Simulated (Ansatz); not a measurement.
Results of PBE (plane waves, PAW; Ansatz, a program for electronic structure) for CdSiN2 (model structure, started from the MgZrN2 type, I4₁/amd, No. 141, 8 atoms in the cell).

Settings: plane-wave cutoff 520 eV, 18×18×18 k mesh, Fermi–Dirac smearing 0.05 eV, scalar-relativistic PAW data made under PBE.

Cell (relaxed at this level):

```
CELL_PARAMETERS angstrom
     -2.22216     2.22216     4.40057
      2.22216    -2.22216     4.40057
      2.22216     2.22216    -4.40057
ATOMIC_POSITIONS crystal
  Cd 0.50000 0.50000 0.00000
  Cd 0.25000 0.75000 0.50000
  Si 0.75000 0.25000 0.50000
  Si 0.00000 0.00000 0.00000
  N  0.54656 0.04656 0.50000
  N  0.79656 0.79656 0.00000
  N  0.20344 0.20344 0.00000
  N  0.95344 0.45344 0.50000
```

**Question.** Predict the band gap and bulk modulus.

**Answer.** 
- band gap = 0.72 eV (on the SCF k mesh)
- bulk modulus = 168 GPa

Note: the bulk modulus is −V dP/dV from two relaxed cells at ±2 % in volume; the relaxation could raise the start's symmetry but not lower it, so the cell can be a saddle point.

Spin–orbit coupling is not included.

Static lattice: no zero-point or thermal effects.

Cost on a shared machine: very roughly 18 core-minutes.

A model structure was made by putting elements into a prototype or built by hand; it is no filed structure, need not be a known phase, and can be a saddle point held by its symmetry.
